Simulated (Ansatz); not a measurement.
CrO2 (P4₂/mnm, No. 136, 6 atoms in the cell; start mp-1281333) was calculated with PBE in Ansatz (plane waves, PAW).

Run with plane-wave cutoff 520 eV, 12×12×18 k mesh (along the axes of the cell as run), Fermi–Dirac smearing 0.05 eV, spin-polarised start, scalar-relativistic PAW data made under PBE.

Cell (relaxed at this level):

Space group P4₂/mnm (No. 136); a = 4.444 Å, b = 4.444 Å, c = 2.921 Å, α = 90.00°, β = 90.00°, γ = 90.00°

| atom | site | symmetry | x | y | z |
|---|---|---|---|---|---|
| Cr | 2b | m.mm | 0.0000 | 0.0000 | 0.5000 |
| O | 4f | m.2m | 0.1964 | 0.1964 | 0.0000 |

Question: Give the computed bulk modulus B0.

Answer: 
- bulk modulus B0 = 231 GPa

Note: the magnetic order was assumed, not searched for or taken from measurement; the bulk modulus is −V dP/dV from two relaxed cells at ±2 % in volume; the relaxation could not lower the start's symmetry, so the cell can be a saddle point above a distorted one.

The computed numbers hold no vibrational or temperature effects.

A start named mp-… is a Materials Project structure, which need not be a measured phase.

Ansatz is a quantum-chemistry and plane-wave program.
